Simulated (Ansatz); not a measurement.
A constructed model of the (111) surface of fcc Ag, a layer of Pd in place of the third plane (bottom of the slab: a bare face, its two planes held)

Method: PBE (plane waves to 420 eV, PAW; Ansatz, an electronic-structure program).

Set-up: 6 atoms, 11.9 Å thick at the start with caps and adatoms (thin: gaps and levels are the slab's own); mesh 15x15x1; 0.1 eV smearing; dipole correction on; 2 atoms held, the rest relaxed; held to the start's symmetry, so lower structures may exist; no spin, no spin-orbit, no U. In PBE it is, or lies within 0.01 eV a 1x1 cell of, the lowest of the 2 structures of its composition computed so far; subsurface sites and larger cells were not tried.

The work function of the top face is 4.43 eV, the energy released by relaxation is 0.027 eV and the cost is around 100 core-seconds (rough).
